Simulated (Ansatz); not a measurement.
Results of r²SCAN (plane waves, PAW; Ansatz, a quantum-chemistry and plane-wave program) for BiBr3 (within 0.1 Å of C2/m, No. 12, 16 atoms in the cell; start mp-2913080).

Numerical settings: plane-wave cutoff 500 eV, 6×4×6 k mesh (along the axes of the cell as run), Fermi–Dirac smearing 0.05 eV, scalar-relativistic PAW data made under PBE.

Cell (relaxed at this level):

```
CELL_PARAMETERS angstrom
      7.07749     0.00000    -0.17484
      0.00000    12.58436     0.00000
     -2.25290     0.00000     6.91483
ATOMIC_POSITIONS crystal
  Bi 0.99994 0.66647 0.49971
  Bi 0.00006 0.33353 0.50029
  Bi 0.00006 0.16647 0.00029
  Bi 0.99994 0.83353 0.99971
  Br 0.75258 0.82465 0.24439
  Br 0.24742 0.17535 0.75561
  Br 0.24742 0.32465 0.25561
  Br 0.75258 0.67535 0.74439
  Br 0.74849 0.49993 0.27279
  Br 0.25151 0.50007 0.72721
  Br 0.25151 0.99993 0.22721
  Br 0.74849 0.00007 0.77279
  Br 0.24705 0.67516 0.25492
  Br 0.75295 0.32484 0.74508
  Br 0.75295 0.17516 0.24508
  Br 0.24705 0.82484 0.75492
```

Question: Predict the band gap.

Answer: 
* **band gap**: 3.17 eV (on the SCF k mesh)

Note: the cell has widely spaced layers and the level no dispersion term, so their spacing and the moduli can rest on weak binding.

Spin–orbit coupling is not included; with these elements it can move the gap by several tenths of an eV or more.

Computed values are for the static lattice.

It cost about 50 core-minutes (a rough figure) of CPU time.

A start named mp-… is a Materials Project structure, which need not be a measured phase.
